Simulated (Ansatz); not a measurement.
Consider this model of amorphous In₂₄O₃₇Na₂.

```xyz
63
Lattice="9.2914 -0.1782 -0.4195 -0.1782 9.8128 -0.1786 -0.4195 -0.1786 9.7946" Properties=species:S:1:pos:R:3 pbc="T T T"
In     7.6762     2.8460     8.0590
In     1.6685     8.4995     1.5108
In     1.6458     5.5336     8.3672
In     6.4016     1.7538     3.9424
In     4.0600     7.1274     6.6089
In     4.2805     0.6035     6.9020
In     3.0558     1.9131     3.5149
In     8.5430     5.7740     2.8018
In     5.2765     1.2966     0.2618
In    -0.0410     2.4351     1.9890
In     4.3800     9.0402     3.2804
In    -0.0178     1.4013     5.8219
In     7.7378    -0.2211     8.9324
In     7.5431     4.5565     5.4514
In     8.0297     6.1203     8.9533
In     5.2950     7.3244     0.4502
In     1.8548     2.3283     9.1897
In     1.6123     8.1560     4.8917
In     7.1775     8.1230     5.6022
In     4.9250     5.4314     3.9683
In     6.3192     4.2027     1.2481
In     1.9378     4.2835     5.4596
In     7.8755     8.9322     2.1226
In     4.6607     4.0857     7.9786
O      6.4937     4.5912     8.9878
O      0.0341     4.6666     4.6892
O      6.2644     9.2766     0.2088
O      4.6436     3.3608     0.2574
O      7.1324     6.3800     4.3856
O      0.4522     7.6443     3.1496
O     -0.1954     9.1302     5.6635
O      3.8584     7.2572     4.4105
O      8.4350     4.2147     1.4545
O      7.7275     1.8950     0.0750
O      1.4143     4.2833    -0.0366
O      5.5090     8.7302     6.7395
O      3.2547     4.0960     3.8373
O     -0.0603     1.4101     8.1972
O      1.9820     2.2516     1.6957
O      5.5261     2.0477     7.8470
O      7.5322     2.3947     5.7810
O      1.9609     6.2710     6.3302
O      4.9647     1.2757     2.3684
O      6.3695     3.8387     3.4936
O      7.9302     7.8455     7.6644
O      8.6008     4.7221     7.3070
O      1.7625     2.1693     5.2421
O      5.0171     5.7584     1.8491
O      3.7336     8.3684     1.3543
O      8.3836     1.1981     3.1912
O      5.3071     5.1869     6.1571
O      4.6002     1.1082     4.8994
O     -0.0043     9.7423     1.0769
O      3.1151     0.7133     8.8607
O      6.4662     9.0808     3.6947
O      2.2839     9.5800     3.3495
O      7.5087     6.9809     1.0720
O      2.6211     3.7253     7.4919
O      3.8889     6.2178     8.5807
O      1.1882     7.1966    -0.1469
O      2.7038     8.8629     6.5170
Na     2.9644     4.5493     1.6072
Na     1.0030     8.9083     7.9745
```

Computed with PBE, scalar-relativistic without spin-orbit coupling (plane waves to 420 eV, PAW; Ansatz, an electronic-structure program).

Preparation: random packing, a CHGNet melt and quench, and a DFT relaxation. O atoms were pushed apart under 1.9 Å during the dynamics, to hinder bonds among them. The hot cell started wider than the set density and was brought back towards it in steps. It is the lowest in DFT energy of 2 quenches. It is a model cell: composition and starting density were chosen by hand, and all elements were melted together. No dispersion term was used. Its density started from a set value of 6.32 and ended at 6.33 g/cm³. The simulated quench (nominally 330 K/ps over its main leg) is rapid and tends to freeze in more defects than a deposited or slowly cooled glass has. One small periodic cell is one sample of the glass; other quenches scatter about these values. Volume and shape were free in the relaxation.

Bonds are counted up to In-In 3.12 Å, In-O 2.74 Å, In-Na 3.39 Å, O-O 1.58 Å, O-Na 2.78 Å, Na-Na 3.65 Å. Two cations that share two anions don't count as bonded, nor two that share one unless they lie closer than In-In 3.04 Å, In-Na 3.30 Å, Na-Na 3.55 Å.

Give the coordination numbers, mean bond lengths and angles.


```json
{
  "Mean coordination of In by anions": "5.54 (11 with 5, 13 with 6)",
  "Mean coordination of O": "3.89 (6 with 3, 29 with 4, 2 with 5)",
  "Mean coordination of Na by anions": "5.50 (1 with 5, 1 with 6)",
  "Mean In-O bond": "2.218 Å (spread 0.122 Å, 133 counted)",
  "Mean O-Na bond": "2.462 Å (spread 0.136 Å, 11 counted)",
  "Bond angle at In": "mean 104.8°, spread 29.2°",
  "Bond angle at O": "mean 108.7°, spread 17.9°",
  "Bond angle at Na": "mean 101.3°, spread 27.8°"
}
```

List the pairs of like atoms that count as bonded by the rules above.

There are none by these rules.
